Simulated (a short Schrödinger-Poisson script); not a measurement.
Structure: MOS inversion layer, SiO2 on p-type Si(100), at 400 K.

From the gate side: 1.1 nm SiO2; 1600 nm Si, acceptors 6.9e16 cm⁻³.

The device is made up for the run: typed textbook-type constants, with dimensions and the other settings drawn at random. SiO2: permittivity 3.9, conduction-band edge (eV) 3.15, gap (eV) 9, electron mass (mₑ) 0.5. Si: permittivity 11.7, conduction-band edge (eV) 0, gap (eV) 1.124, Nv at 300 K (cm⁻³) 3.1e19.

Channel valleys (confinement mass, in-plane density-of-states mass, number): Δ2 0.916, 0.19, 2; Δ4 0.19, 0.417, 4. At the gate the conduction-band edge of layer 1 lies 3.38 eV − eVg above the Fermi level of the channel; the field vanishes at the back. Gaps are held at their typed values at every temperature. Mesh 0.03 nm at interfaces.

Solved with a short Schrödinger-Poisson script written for these runs: 1D Poisson equation in equilibrium, electrons quantum, Hartree (BenDaniel-Duke, 12 states a valley, the channel's in-plane mass for all, wave functions free to enter the dielectric), parabolic valleys, classical holes, full ionisation, no traps, pinning or gate leakage.

```
Vg (V)  electrons (cm⁻²)  C (μF/cm²)  Δ2 E0 (meV from the Fermi level)  Δ4 E0 (meV from the Fermi level)
------  ----------------  ----------  --------------------------------  --------------------------------
0                 3.64e9       0.110                             307.0                             330.9
0.05             1.37e10       0.146                             260.3                             284.9
0.1              4.85e10       0.267                             215.3                             240.9
0.15             1.48e11       0.537                             175.1                             202.1
0.2              3.55e11       0.889                             142.5                             171.7
0.25             6.72e11        1.20                             117.5                             149.4
0.3              1.08e12        1.43                              98.0                             133.1
0.35             1.55e12        1.60                              82.4                             120.7
0.4              2.06e12        1.74                              69.4                             110.8
0.45             2.62e12        1.84                              58.3                             102.8
0.5              3.21e12        1.93                              48.7                              96.1
0.55             3.82e12        2.00                              40.1                              90.3
0.6              4.45e12        2.06                              32.4                              85.2
0.65             5.10e12        2.11                              25.3                              80.8
0.7              5.77e12        2.15                              18.8                              76.7
0.75             6.44e12        2.19                              12.8                              73.1
0.8              7.13e12        2.22                               7.2                              69.7
0.85             7.83e12        2.25                               1.8                              66.6
0.9              8.53e12        2.28                              -3.2                              63.7
0.95             9.25e12        2.30                              -8.0                              60.9
1                9.97e12        2.32                             -12.6                              58.3
```

Problem. At Vg = 1 V the lowest Δ2 subband lies at -12.6 meV from the Fermi level. How many electrons does it hold, and what share of all?

Solution. The two-dimensional density of states is g m/(πħ²) = 1.59e11 cm⁻² meV⁻¹ (both spins), kT = 34.5 meV, so n = D kT ln(1 + exp(−E/kT)) = 4.88e12 cm⁻², 0.49 of the 9.97e12 cm⁻² in all.

Problem. Compare the slope of the sheet density between 0.9 and 1 V with the geometric capacitance of the layers between gate and channel.

Solution. q Δn/ΔV = 2.31 μF/cm²; ε0/Σ(t/ε) = 3.14 μF/cm². The ratio is 0.73: the channel acts as a further capacitance in series.
